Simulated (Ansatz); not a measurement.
The parent structure is Cs2AgBiBr6 (space group Fm-3m, No. 225; a = 11.479 Å).

Method: PBE (Ansatz, a first-principles code, PAW, spin-orbit coupling left out).

Before the change:

The hole mass comes out as 0.21 mₑ along k, 0.82 mₑ across (at X).

Perturbation: the cell is scaled by 0.9850 in all directions, atoms relaxed at fixed cell.

Q: How does this affect the hole mass?

A: The hole mass becomes 0.19 mₑ along k, 0.74 mₑ across (at X) (base: 0.21 mₑ along k, 0.82 mₑ across (at X)).

Q: What happens to the mean gap deformation potential ΔEg/Δln V?

A: The mean gap deformation potential ΔEg/Δln V comes out as +1.7 eV.

With Bi present, leaving out spin-orbit coupling can change the band edges. The cells carry an imposed strain or load. Masses are band curvatures over ±0.01 Å⁻¹ around the edge. Along k means along the line from Γ to the band edge. No phonon test of stability was made.
